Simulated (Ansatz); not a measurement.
We consider GdPd3 (Pm-3m, No. 221), described by r²SCAN+rVV10 (Ansatz, a first-principles code, plane waves, PAW).

Settings: plane-wave cutoff 560 eV, 14×14×14 k mesh, Fermi–Dirac smearing 0.05 eV, spin-polarised with parallel moments, scalar-relativistic PAW data made under PBE.

Computed at the level's own relaxed cell.

Q: Predict the equilibrium lattice constant a.

A: 
- equilibrium lattice constant a = 4.092 Å

Note: the magnetic order was assumed, not searched for or taken from measurement; the 4f shell is treated without U or exact exchange, so its levels and filling can be wrong.

Spin–orbit coupling is not included.

Static lattice: no zero-point or thermal effects.
